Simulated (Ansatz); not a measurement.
The parent structure is SiO2 in the rutile structure (space group P4_2/mnm, No. 136; a = 4.1549 Å, c = 2.6615 Å). Axes: x, y, z lie along a, b, c of the conventional cell.

Structures relaxed with DFT with LDA, PAW potentials and a 420 eV plane-wave cutoff in Ansatz (a first-principles code), scalar-relativistic without spin-orbit coupling.

Base:

Simulated powder pattern, Co Kα, λ = 1.79026 Å (kinematic, ideal powder, no thermal factors, no anomalous dispersion; the 8 strongest lines at most, above 2 %, up to 2θ = 90°):

```
2θ (°)  I/Imax (%)    hkl
------  ----------  -----
35.48          100  (110)
47.08           25  (101)
53.98           40  (111)
57.60           15  (210)
71.96           59  (211)
75.09           20  (220)
84.55           11  (002)
85.89          6.9  (310)
```

The change: biaxial strain −2.40 %, plane normal [001], relaxed out of plane (Cartesian); in-plane vectors clamped, the third vector and the atoms free.

**Question.** Predict the new powder pattern.

**Answer.** 
Simulated powder pattern, Co Kα, λ = 1.79026 Å (kinematic, ideal powder, no thermal factors, no anomalous dispersion; the 8 strongest lines at most, above 2 %, up to 2θ = 90°):

```tsv
2θ (°)	I/Imax (%)	hkl
36.38	100	(110)
46.97	29	(101)
54.20	44	(111)
59.15	14	(210)
72.99	62	(211)
77.27	21	(220)
83.16	13	(002)
88.54	7.5	(310)
```

The indices refer to the base's conventional cell; one index is shown for lines that coincide.

Whether these cells are dynamically stable was not tested.
